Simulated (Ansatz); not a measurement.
## Quick settings and what they miss: Li3Zn (P6_3/mmc, 8 atoms in the cell)

Self-consistent single point.

```
Li3Zn
1.0
    5.66284     0.00000     0.00000
   -2.83142     4.90416     0.00000
    0.00000     0.00000     4.58501
Li Zn
6 2
Cartesian
  1.46229   0.84425   3.43876
  1.36913   4.05991   1.14625
  0.00000   1.68850   1.14625
  2.83142   3.21566   3.43876
  4.20055   0.84425   3.43876
 -1.36913   4.05991   1.14625
  2.83142   1.63472   1.14625
  0.00000   3.26944   3.43876
```

Level of theory: r2SCAN, harder PAW files (source: ansatz) made with PBE (plane waves; Ansatz, a quantum-chemistry and plane-wave program).

Base settings: basis.ecutwfc = 780 eV; kpoints.mp_grid.grid = 9 9 10; hamiltonian.xc = r2scan; hamiltonian.pseudopotentials = {kind: paw, source: ansatz}; scf.occupations.method = cold; scf.occupations.width = 0.1 eV.

Tight run (finer mesh or higher cutoff; not a proven limit): basis.ecutwfc: 780 eV → 1090 eV; kpoints.mp_grid.grid: 9 9 10 → 13 13 14; scf.convergence.dr2_threshold: default (1e-07 eV) → 1e-09 eV. It gave Fermi level (on the code's own zero) 4.36 eV; pressure 1.12 GPa; largest force (vector length) 0.006 eV/Å.

Quick runs, as changes from the base:
- A: the base itself
- B: basis.ecutwfc: 780 eV → 545 eV; kpoints.mp_grid.grid: 9 9 10 → 8 8 8; scf.occupations.method: cold → fermi_dirac; scf.occupations.width: 0.1 eV → 0.136 eV
- C: basis.ecutwfc: 780 eV → 625 eV; kpoints.mp_grid.grid: 9 9 10 → 6 6 6
- D: kpoints.mp_grid.grid: 9 9 10 → 4 4 4; scf.occupations.method: cold → gaussian; scf.occupations.width: 0.1 eV → 0.2 eV; scf.convergence.dr2_threshold: default (1e-07 eV) → 0.0001 eV
- E: basis.ecutwfc: 780 eV → 390 eV; kpoints.mp_grid.grid: 9 9 10 → 2 2 2; hamiltonian.xc: r2scan → lda [LDA (PW92)]

Energies are extrapolated to zero smearing width, which holds to low order in the width alone.

Dashes: time of C, D, E, under 30 s; energy of E, another energy zero; count of E, another kind of functional, whose work the count does not hold.

† marks runs with another functional, U, potentials or spin treatment: their distance from the tight run is not a convergence error alone.

The count of work is k-points × plane waves × bands × iterations; it is no time. Core times come from one kind of shared machine and are given to one figure; runs under 30 s give none.

Pressures in the table are Ansatz's without its Pulay estimate, at a fixed set of plane waves; the tight run's value above holds the estimate.

The starting cell comes from a database of computed structures (which also holds hypothetical and non-ambient phases and stackings), without a prior relaxation at this level. Its lattice was rescaled by a random factor within 2.5 % of one.

| run | energy less tight (meV/atom) | pressure less tight (GPa) | largest miss in a force vector (eV/Å) | count of work / tight | core time / tight (rough) |
|---|---|---|---|---|---|
| A | 0.9 | 0.00 | 0.000 | 0.23 | 0.2 |
| B | 14.8 | -1.33 | 0.000 | 0.098 | 0.1 |
| C | 5.3 | -0.18 | 0.014 | 0.065 | – |
| D | -3.9 | -0.02 | 0.039 | 0.030 | – |
| E† | – | -52.01 | 0.064 | – | – |

Among the runs at the tight run's level, the energy misses run from 0.9 to 14.8 meV/atom.

Left out of this page: 1 run of the series unsound by tests on forces, stress, charge or solver warnings.

Keys are those of Ansatz 0.2.
